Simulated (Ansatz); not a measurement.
The starting structures come from a database of crystals and need not be the phases stable at ambient conditions.

The decay constant κ of evanescent states in the gap governs leakage through a thin film.

Consider the following.

```
CELL_PARAMETERS angstrom
      7.05858     0.00408     0.00000
      3.48106     7.93257     0.00000
     -1.78876     3.96424     2.51097
ATOMIC_POSITIONS crystal
  Ti 0.32283 0.16141 0.00000
  Ti 0.67717 0.83859 0.00000
  Ge 0.78676 0.39338 0.00000
  Ge 0.21324 0.60662 0.00000
  O  0.88877 0.44469 0.34291
  O  0.11123 0.55531 0.65709
  O  0.54586 0.78760 0.31356
  O  0.45414 0.21240 0.68644
  O  0.23229 0.10116 0.34353
  O  0.76771 0.89884 0.65647
```

Space group of this cell: R-3. The cell was relaxed by PBE-D3(BJ); by PBEsol its mean pressure is -3.5 GPa.

Transport runs along the normal of the first two printed cell vectors, the (110) plane of the conventional cell.

No gap correction and no spin-orbit coupling; mid-gap values are interpolated between computed energies.

Predict the band gap and the smallest decay constant κ at mid-gap from PBEsol (Ansatz, a program for electronic structure).

Gap 1.19 eV on a 12×12×12 mesh; κ = 0.239 1/Å, at the zone centre.
